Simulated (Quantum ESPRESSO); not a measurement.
# σyy against uniaxial strain in diamond-structure C (space group 227): C12 (Quantum ESPRESSO, PBEsol)

```yaml
crystal:
  lattice:
    - [0.00000, 1.77751, 1.77751]
    - [1.75084, 0.00000, 1.77751]
    - [1.75084, 1.77751, 0.00000]
  atoms:
    - { symbol: C, position: [0.50000, 0.50000, 0.50000] }
    - { symbol: C, position: [0.75000, 0.75000, 0.75000] }
```

Method: PBEsol, GBRV 1.5 ultrasoft (PBESOL) pseudopotentials (plane waves; Quantum ESPRESSO). Settings: ecutwfc = 52 Ry; ecutrho = 260 Ry; occupations = smearing; smearing = fd; degauss = 0.000734986 Ry; potentials = {C: c_pbesol_v1.2.uspp.F.UPF}; K_POINTS = automatic 18 18 18 0 0 0; conv_thr = 1e-10 Ry. The cell above is the first row's. The rows stretch one cube axis (x) by the strain ε and hold the other two. Stress is positive in tension. In all rows fractional positions and the k mesh are held.

| ε (%) | σyy (GPa) |
|---|---|
| -1.5 | ? |
| -1.0 | -1.45 |
| -0.5 | -0.69 |
| 0.0 | 0.03 |
| 0.5 | 0.70 |
| 1.0 | 1.33 |
| 1.5 | 1.91 |
| 2.0 | 2.45 |

Fit σyy of the 7 rows that show it with a parabola. Least squares gives σyy = 0.029 + 1.3895·ε - 0.0895·ε². Residuals (row less fit): 0.000, -0.002, 0.001, -0.001, 0.001, -0.002, 0.000; standard error 0.002 (degrees of freedom: 4). The slope at ε = 0, 1.3895 GPa per cent, gives C12 ≈ 100 × 1.3895 = 139 GPa, for the static lattice.

Q: Predict the withheld σyy at ε = -1.5 from the fit, and compare with the calculation.

A: σyy = 0.029 + 1.3895 × (-1.5) - 0.0895 × (-1.5)² = -2.257 GPa. The calculation gives -2.26 GPa, which the fit meets to the printed digits. The row lies outside the fitted rows, so this is an extrapolation.

Carrying the step between the two nearest rows on in a straight line would have given -2.21, off by 0.05; series whose last step already gives the withheld value aren't shown. The reference cell has the volume at which an earlier scan in this program and functional put its minimum by a fit. The runs keep the symmetry of the cell, so they don't test it for distortions. The unstrained cell stands at a pressure of -0.03 GPa, and the constants belong to that pressure. By symmetry this strain leaves no force on the atoms; the largest in the rows is 0.000 eV/Å. Cutoffs and mesh are single choices, not tested for convergence of this quantity. Series with a scatter that would blur these digits, or in which a gap closes, are not shown. Strain series were run only where this level's volume lies within 10 % of a first guess from the measured size.
